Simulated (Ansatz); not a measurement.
Base system: BaTiO₃ (space group P4mm, No. 99; a = 3.9554 Å, c = 4.0442 Å). Axes: x, y, z lie along a, b, c of the conventional cell.

The change: the symmetric strain tensor [0.0023 -0.0099 0.0032; -0.0099 -0.0063 0.0132; 0.0032 0.0132 0.0102]; the atoms relax in the strained cell.

Levels (all Ansatz, a program for electronic structure, PAW): PBEsol (420 eV, scalar-relativistic without spin-orbit coupling); r2SCAN (500 eV, no spin-orbit coupling); HSE06 (420 eV, scalar-relativistic without spin-orbit coupling).

One geometry, relaxed with PBEsol, under each level:

| level | band gap | lowest conduction level above the VBM at special points | pressure |
|---|---|---|---|
| PBEsol | 2.01 eV | Γ 2.01 eV; X 2.18 eV; Z 2.48 eV; Y 2.50 eV | 2.6 kbar |
| r2SCAN | 2.42 eV | Γ 2.42 eV; X 2.57 eV; Z 2.87 eV; Y 2.89 eV | 35.5 kbar |
| HSE06 | ___ | ___ | – |

Question: Give the withheld HSE06 results.

Answer: 
- HSE06, band gap: 3.51 eV
- HSE06, lowest conduction level above the VBM at special points: Γ 3.51 eV; X 3.69 eV; Z 3.99 eV

Single points use the geometry relaxed with PBEsol. Their cutoffs differ, which shifts pressures a little. HSE06 was sampled on its mesh, a few special points and the semilocal edge points, so its gap is an upper bound. Stability against distortions was not tested. All final runs are without spin polarisation. Labels are those of the standard path for the cell's own space group.
